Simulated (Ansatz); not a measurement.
Effect of uniaxial strain ε_xx = −1.00 % on Ti

Take Ti in the hcp (Mg type) structure (space group P6_3/mmc, No. 194; a = 2.936 Å, c = 4.640 Å; relaxed with 0.1 eV smearing) as the base. Axes: x lies along a and z along c of the hexagonal cell.

Modification: the cell is compressed by 1.00 % along x with no lateral relaxation, atoms relaxed at fixed cell.

All numbers come from r2SCAN in Ansatz (plane waves to 500 eV, PAW, no SOC). Settings: 23×23×13 k-points, 0.1 eV Fermi–Dirac smearing.

| quantity | base | changed | shift |
|---|---|---|---|
| volume per atom | 17.32 Å³ | 17.15 Å³ | -0.17 Å³ |
| space group | P6_3/mmc (No. 194) | Cmcm (No. 63) | – |
| shortest interatomic distance | 2.874 Å | 2.861 Å | -0.0123 Å |
| energy relative to the base (free energy F) | 0 meV/atom | +1.0 meV/atom | +1.0 meV/atom |
| pressure (mean of the normal stresses, compression positive) | 0.0 GPa | 1.2 GPa | +1.2 GPa |
| band gap | zero | zero | – |
| largest internal atomic displacement | – | 0.010 Å | – |
| stress (xx, yy, zz, yz, xz, xy; compression positive) | – | (1.8, 1.0, 0.8, 0.0, 0.0, 0.0) GPa | – |

Final structure:

```
Ti
1.0
    2.90703     0.00000     0.00000
   -1.45351     2.54299     0.00000
    0.00000     0.00000     4.64022
Ti
2
Direct
  0.66461   0.32921   0.75000
  0.33539   0.67079   0.25000
```

Whether these cells are dynamically stable was not tested. The final runs are not spin-polarised.

Ansatz is an electronic-structure program.
